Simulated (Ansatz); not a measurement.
**Response to strain in HfN**

The reference is HfN in the rock salt structure (space group Fm-3m, No. 225; a = 4.5016 Å). Axes: x, y, z lie along the cube axes.

Strains are applied to the cell and any free atomic positions relax; under biaxial strain the out-of-plane vector relaxes too; under stress the whole cell relaxes.

The values are results of PBEsol (Ansatz, an electronic-structure program; PAW; 420 eV plane waves; without spin-orbit coupling), not measurements.

Notes on the quantities. energy relative to the base: free energy F; pressure: mean of the normal stresses, compression positive.

| variant | energy relative to the base | space group | pressure | volume per atom |
|---|---|---|---|---|
| base | 0 meV/atom | Fm-3m (No. 225) | 0.0 GPa | 11.40 Å³ |
| biaxial strain −0.52 %, plane normal [111], relaxed out of plane | +0.9 meV/atom | R-3m (No. 166) | 1.6 GPa | 11.34 Å³ |
| uniaxial strain ε_xx = −2.66 % | ___ | I4/mmm (No. 139) | ___ | 11.10 Å³ |
| tensor shear ε_yz = +3.74 % | +25 meV/atom | Immm (No. 71) | 0.5 GPa | 11.39 Å³ |
| uniaxial stress, 0.5 GPa tension along z | 0.0 meV/atom | I4/mmm (No. 139) | – | 11.41 Å³ |

### Question
Complete the table.

### Answer

- uniaxial strain ε_xx = −2.66 %, energy relative to the base: +17 meV/atom
- uniaxial strain ε_xx = −2.66 %, pressure: 8.6 GPa

Without a gap, meshes like the base's 18×18×18 leave anisotropic stresses uncertain by several tenths of a GPa, and small strain energies with them. Stability under load was not tested beyond the relaxation. All final runs are without spin polarisation. An odd electron count without spin: HfN.
